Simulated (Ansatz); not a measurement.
Take BeTe in the zinc blende structure (space group F-43m, No. 216; a = 5.6568 Å) as the base.

Level of theory: Kohn–Sham DFT with the r2SCAN functional, run in Ansatz (an electronic-structure program) with PAW and 500 eV plane waves, without spin-orbit coupling.

Strains are applied to the cell and any free atomic positions relax.

One change was made to it. Results:

```
quantity                                  base            after
-----------------------------  ---------------  ---------------
width of the top valence band          3.23 eV          3.09 eV
band gap                               2.37 eV          2.44 eV
gap character                  indirect, Γ → X  indirect, Γ → X
smallest direct gap                    4.04 eV          4.07 eV
```

Problem. Which of these changes matches the shifts?
A. isotropic strain +2.50 %
B. isotropic strain +2.00 %
C. isotropic strain +1.00 %
D. isotropic strain +3.00 %

Solution. C, isotropic strain +1.00 %. For comparison, the band gap in the other runs: isotropic strain +2.00 % gives 2.51 eV; isotropic strain +3.00 % gives 2.57 eV; isotropic strain +2.50 % gives 2.54 eV.

Spin-orbit coupling, missing from the scalar runs, can matter with Te. No phonon test of stability was made.
